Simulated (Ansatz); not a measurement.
The starting structures come from a database of crystals and need not be the phases stable at ambient conditions.

 Where the default PAW files enter, the runs use the earlier of Ansatz's two default sets.

Here is the system:

```
In2O3
1.0
    5.51621     0.00000     0.00000
    2.75811     5.11773     0.00000
    2.75811     1.48643     4.54004
In O
4 6
Direct
  0.64288   0.07136   0.64288
  0.35712   0.92864   0.35712
  0.85712   0.42864   0.85712
  0.14288   0.57136   0.14288
  0.45350   0.75000   0.04650
  0.54650   0.25000   0.95350
  0.75000   0.75000   0.45350
  0.25000   0.25000   0.54649
  0.04650   0.75000   0.75000
  0.95351   0.25000   0.25000
```

Space group of this cell: R-3c, corundum. The cell is taken as given; by r2SCAN its mean pressure is -0.8 GPa.

Calculation: r2SCAN (plane waves, PAW; Ansatz, a program for electronic structure).

The current runs along the normal of the first two printed vectors; no spin-orbit coupling. Scaled by the factor s: both lengths across the current (ions clamped). Meshes 8×8×8 and 6×6 across the current in all rows.

```json
[
 {"s": "0.98", "mean pressure (GPa)": "6.9", "band gap (eV)": "?"},
 {"s": "1.00", "mean pressure (GPa)": "-0.8", "band gap (eV)": "1.77"},
 {"s": "1.02", "mean pressure (GPa)": "-7.1", "band gap (eV)": "1.48"}
]
```

Task: Take the slope of the band gap against ln s from the two given rows, extrapolate to s = 0.98, and say what the run there gives.

Result: Slope = (1.48 − 1.77) / ln 1.02 = -14.6 eV. The line gives 1.77 + (-14.6) × ln 0.98 = 2.07 eV. The run gives 2.04 eV, 0.03 eV under the line, 9 % of the predicted step.
